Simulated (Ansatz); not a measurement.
## Effect of Ba → Be on BaBiO3

Base system: BaBiO$_{3}$ (space group C2/m, No. 12; a = 10.5866 Å, b = 6.1243 Å, c = 6.1844 Å, α = 90.00°, β = 125.29°, γ = 90.00°).

Perturbation: full substitution Ba → Be, then cell and atoms are relaxed.

Computed with DFT with PBEsol, PAW potentials and a 420 eV plane-wave cutoff in Ansatz (a quantum-chemistry and plane-wave program), without spin-orbit coupling. k-mesh 7×7×6 (Γ-centred); smearing 0.05 eV (Fermi–Dirac), for the changed cell.

The volume per atom shrinks by 3.86 Å³, from 16.37 Å³ to 12.51 Å³ and the density shrinks by 0.94 g/cm³ to 7.06 g/cm³. The shortest interatomic distance falls by 1.1465 bohr to 2.888 bohr and the band gap goes from zero to 0.80 eV. The gap character goes from absent to indirect, k = (0, 0, 1/3) in the run's primitive reciprocal basis → k = (0.429, 0.429, -1/2) in the run's primitive reciprocal basis and the smallest direct gap drops by 0.054 eV, from 0.94 eV to 0.88 eV.

Final structure:

```yaml
crystal:
  lattice:
    - [4.16497, -2.85493, 0.00000]
    - [4.16497, 2.85493, 0.00000]
    - [-2.70447, 0.00000, 5.25962]
  atoms:
    - { symbol: Be, position: [0.83268, 0.83268, 0.33528] }
    - { symbol: Be, position: [0.16732, 0.16732, 0.66472] }
    - { symbol: Bi, position: [0.00000, 0.00000, 0.00000] }
    - { symbol: Bi, position: [0.50000, 0.50000, 0.50000] }
    - { symbol: O, position: [0.33423, 0.88451, 0.76848] }
    - { symbol: O, position: [0.66577, 0.11549, 0.23152] }
    - { symbol: O, position: [0.11549, 0.66577, 0.23152] }
    - { symbol: O, position: [0.88451, 0.33423, 0.76848] }
    - { symbol: O, position: [0.75975, 0.75975, 0.53002] }
    - { symbol: O, position: [0.24025, 0.24025, 0.46998] }
```

With Bi present, leaving out spin-orbit coupling can change the band edges. No phonon test of stability was made. As relaxed here, BeBiO3 is a hypothetical phase, not in the database extracts checked. The final runs are not spin-polarised. Gaps under 0.05 eV, about the width of the smearing, are given as zero. A zero or small gap of BaBiO3 can be the functional's error rather than a property of the material.
